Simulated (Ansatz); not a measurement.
## AlN: 4 layers

The reference is AlN in the zinc blende structure (space group F-43m, No. 216; a = 4.370 Å). Axes: x, y, z lie along the cube axes.

Now apply this change: a free-standing slab of 4 layers (8 atoms, 2 a layer) is cut normal to [110], with 15 Å of vacuum and the in-plane cell held at bulk.

Calculations: r2SCAN (Ansatz, a first-principles code; PAW; 500 eV plane waves; without spin-orbit coupling), earlier PAW set. Γ-centred 11×8×1 mesh, Fermi–Dirac width 0.05 eV, for the changed cell.

| quantity | base | changed | shift |
|---|---|---|---|
| layer's space group (with vacuum) | – | Pmn2_1 (No. 31) | – |
| shortest interatomic distance | 1.892 Å | 1.780 Å | -0.112 Å |
| band gap | 3.93 eV | 3.01 eV | -0.928 eV |
| gap character | – | indirect, k = (0.364, -1/2, 0) in the run's primitive reciprocal basis → Γ | – |
| smallest direct gap | 4.84 eV | 3.24 eV | -1.60 eV |
| excess energy per area of both faces (slab less bulk energy over the cell's area: twice a surface energy) | – | 4.99 J/m² | – |

The excess energy carries the mismatch between the slab's and the bulk's meshes. Whether these cells are dynamically stable was not tested. This is not the structure that AlN has at room temperature and ambient pressure. k-point labels follow each cell's own Brillouin zone.
